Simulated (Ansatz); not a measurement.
The parent structure is ZnCu in the CsCl type structure (space group Pm-3m, No. 221; relaxed with 0.1 eV smearing).

```
ZnCu
1.0
    2.90849     0.00000     0.00000
    0.00000     2.90849     0.00000
    0.00000     0.00000     2.90849
Zn Cu
1 1
Direct
  0.50000   0.50000   0.50000
  0.00000   0.00000   0.00000
```

Cartesian axes are those of the cell as printed.

All numbers come from PBEsol (Ansatz, an electronic-structure program, PAW, without spin-orbit coupling).

The change: the cell is compressed by 2.00 % along z with no lateral relaxation, atoms relaxed at fixed cell.

Task: Predict the stress tensor and what it implies for the stiffness.

Result: Stress of the strained cell less that of the base (GPa, compression positive):
```
    2.9     0.0     0.0
    0.0     2.9     0.0
    0.0     0.0     3.0
```

Then −Δσ_ii/ε with ε = -0.0200 gives secant stiffness values (nonlinear terms included at this strain): C33 ≈ 152 GPa, C13 ≈ 143 GPa and C23 ≈ 143 GPa.

Whether these cells are dynamically stable was not tested. The final runs are not spin-polarised.
